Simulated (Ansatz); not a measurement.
**PbS under a change: pressure −2 GPa**

Consider PbS in the rock salt structure (space group Fm-3m, No. 225; a = 5.903 Å).

Perturbation: hydrostatic tension (pressure −2 GPa).

All numbers come from PBEsol in Ansatz (plane waves to 420 eV, PAW, no SOC). Γ-centred 10×10×10 mesh, Fermi–Dirac width 0.05 eV.

| quantity | base | changed | shift |
|---|---|---|---|
| volume per atom | 25.71 Å³ | 26.66 Å³ | +0.95 Å³ |
| density | 7.73 g/cm³ | 7.45 g/cm³ | -0.28 g/cm³ |
| lattice parameter a | 5.903 Å | 5.975 Å | +0.072 Å |
| shortest interatomic distance | 2.951 Å | 2.987 Å | +0.036 Å |
| enthalpy H = E + PV relative to the base's energy | – | -0.33 eV/atom | – |
| band gap | 0.19 eV | 0.33 eV | +0.134 eV |
| gap character | direct at L | direct at L | – |
| mean gap deformation potential ΔEg/Δln V | – | +3.7 eV | – |
| electron mass | 0.070 mₑ along k, 0.15 mₑ across (at L) | 0.11 mₑ along k, 0.15 mₑ across (at L) | – |
| valley order (the lowest conduction-band minima on the path, energy above the VBM, named in the base's zone) | L along ⟨111⟩ 0.19 eV; a point along ⟨110⟩, about 0.7 Å⁻¹ from Γ 1.14 eV | L along ⟨111⟩ 0.33 eV; a point along ⟨110⟩, about 0.6 Å⁻¹ from Γ 1.23 eV | – |

Final structure:

```yaml
crystal:
  lattice:
    - [0.00000, 2.98735, 2.98735]
    - [2.98735, 0.00000, 2.98735]
    - [2.98735, 2.98735, 0.00000]
  atoms:
    - { symbol: S, position: [0.00000, 0.00000, 0.00000] }
    - { symbol: Pb, position: [0.50000, 0.50000, 0.50000] }
```

With Pb present, leaving out spin-orbit coupling can change the band edges. Load acts through the strain it causes; cell and atoms are relaxed under it. Effective masses come from finite differences of ±0.01 Å⁻¹. Along k means along the line from Γ to the band edge. Stability against distortions was not tested. A zero or small gap of PbS can be the functional's error rather than a property of the material.

Ansatz is a program for electronic structure.
